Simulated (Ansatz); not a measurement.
# BeS in the zinc blende structure (space group F-43m, No. 216)

```xyz
2
Lattice="0.0000 2.4343 2.4343 2.4343 0.0000 2.4343 2.4343 2.4343 0.0000" Properties=species:S:1:pos:R:3 pbc="T T T"
S      3.6514     3.6514     3.6514
Be     0.0000     0.0000     0.0000
```

The values are results of Ansatz (a first-principles code) r2SCAN, no SOC, not measurements. Γ-centred 12×12×12 mesh, Fermi–Dirac width 0.05 eV.

The volume per atom is 14.42 Å³ and the density is 2.36 g/cm³. The band gap comes out as 3.59 eV, indirect, Γ → X and the electron mass comes out as 0.79 mₑ along k, 0.29 mₑ across. The hole mass (degenerate bands, along [100]) comes out as 0.34, 0.57, 0.57 mₑ. The lowest conduction-band minima above the VBM is X along ⟨100⟩ 3.59 eV. The total energy comes out as -500.798 eV/atom (σ→0; compares only within this code and set-up).

Masses are band curvatures over ±0.01 Å⁻¹ around the edge. Along k means along the line from Γ to the band edge. Whether these cells are dynamically stable was not tested.
